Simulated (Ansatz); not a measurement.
System: TiPbO₄ (model structure, started from the HfGeO4 type, I4₁/a, No. 88, 12 atoms in the cell). Method: r²SCAN+SOC in Ansatz (PAW).

The input as run:

Ansatz 0.2 input:
```yaml
crystal:
  lattice:
    - [-2.5155634154, 2.5155634154, 5.4491837462]
    - [2.5155634154, -2.5155634154, 5.4491837462]
    - [2.5155634154, 2.5155634154, -5.4491837462]
  atoms:
    - { symbol: Pb, position: [0.5, 0.5, 0.0] }
    - { symbol: Pb, position: [0.25, 0.75, 0.5] }
    - { symbol: Ti, position: [0.0, 0.0, 0.0] }
    - { symbol: Ti, position: [0.75, 0.25, 0.5] }
    - { symbol: O, position: [0.088186769, 0.5290693117, 0.9465711826] }
    - { symbol: O, position: [0.2790693117, 0.8324981291, 0.9408825427] }
    - { symbol: O, position: [0.5824981291, 0.1416155865, 0.0534288174] }
    - { symbol: O, position: [0.8916155865, 0.338186769, 0.0591174573] }
    - { symbol: O, position: [0.661813231, 0.7209306883, 0.5534288174] }
    - { symbol: O, position: [0.4709306883, 0.4175018709, 0.5591174573] }
    - { symbol: O, position: [0.1675018709, 0.1083844135, 0.4465711826] }
    - { symbol: O, position: [0.8583844135, 0.911813231, 0.4408825427] }
basis:
  ecutwfc: 560
  ecutrho_ratio: 4
  xc_grid: 3
kpoints:
  mp_grid: { grid: [8, 8, 8] }
  band_path:
    path:
      - [0, 0, 0]
      - [0.450819, 0.549181, -0.450819]
      - [0.1, 0.1, -0.1]
    npoints: 1
hamiltonian:
  xc: r2scan
  dispersion: none
  pseudopotentials: { kind: paw }
scf:
  occupations: { method: fermi_dirac, width: 0.01 }
  convergence: { dr2_threshold: 0.0000000012 }
output:
  forces: true
  stress: true
  eigenvalues: true
  write_bands: true
magnetization:
  noncollinear: true
  spin_orbit: true
```

Output (set-up and result lines):

```
Crystal: 12 atoms, lattice volume = 137.931 Å³
Basis set: ecut = 560 eV, 4157 PW (Γ), exchange–correlation on 162×162×162 points (27 copies of the dense FFT grid, shifted against one another)
Bands: 124, of which v1, the nominal top of the filled ones, is band 100 counted from 1 (99 counted from 0)
Symmetry: 8 space group operations + 8 with time reversal
k-points: 78 of 512
Initial density: superposition of atomic densities (chi_scale 0.1, normalization cell, long waves kept (reshape's long-wave potential 0.02 eV rms))
Functional: x = r2scan, c = r2scan; τ floored in thin density (d = 2e-4 eV/Å³)
spin=Noncollinear: Resta preconditioning applied to the charge; magnetization (m_x, m_y, m_z) channels mix plain (no charge-response kernel on spin).
SCF 1 converged in 11 iterations: F = -33333.970859 eV  dr2 = 1.10e-9
SCF converged after 11 iterations
Free energy (F): -33333.970859 eV
Internal energy: -33333.970859 eV  (E = F + TS)
E sigma→0 (E₀):  -33333.970859 eV
Fermi energy:    9.962162 eV
--- Forces (eV/Å), atoms counted from 1 ---
  atom   1  Pb     0.00000000     0.00000000     0.00000000
  atom   2  Pb     0.00000000     0.00000000    -0.00000000
  atom   3  Ti     0.00000000     0.00000000    -0.00000000
  atom   4  Ti    -0.00000000     0.00000000     0.00000000
  atom   5  O      0.07995263     0.11571040    -0.05501381
  atom   6  O     -0.11571040     0.07995263    -0.05501381
  atom   7  O     -0.07995263    -0.11571040    -0.05501381
  atom   8  O      0.11571040    -0.07995263    -0.05501381
  atom   9  O     -0.07995263    -0.11571040     0.05501381
  atom  10  O      0.11571040    -0.07995263     0.05501381
  atom  11  O      0.07995263     0.11571040     0.05501381
  atom  12  O     -0.11571040     0.07995263     0.05501381
--- Stress (GPa, compression-positive) ---
       -0.206754      -0.000002       0.000000
        0.000002      -0.206754      -0.000000
        0.000000      -0.000000       0.411529
  P = ⅓ Tr σ = -0.0007 GPa (-0.007 kbar)
```

The PAW data were made under PBE.

Note: the relaxation could raise the start's symmetry but not lower it, so the cell can be a saddle point. Note: cell and atoms aren't relaxed at this level (largest force component 0.12 eV/Å).

A model structure was made by putting elements into a prototype or built by hand; it is no filed structure, need not be a known phase, and can be a saddle point held by its symmetry.

Ansatz is a program for electronic structure.
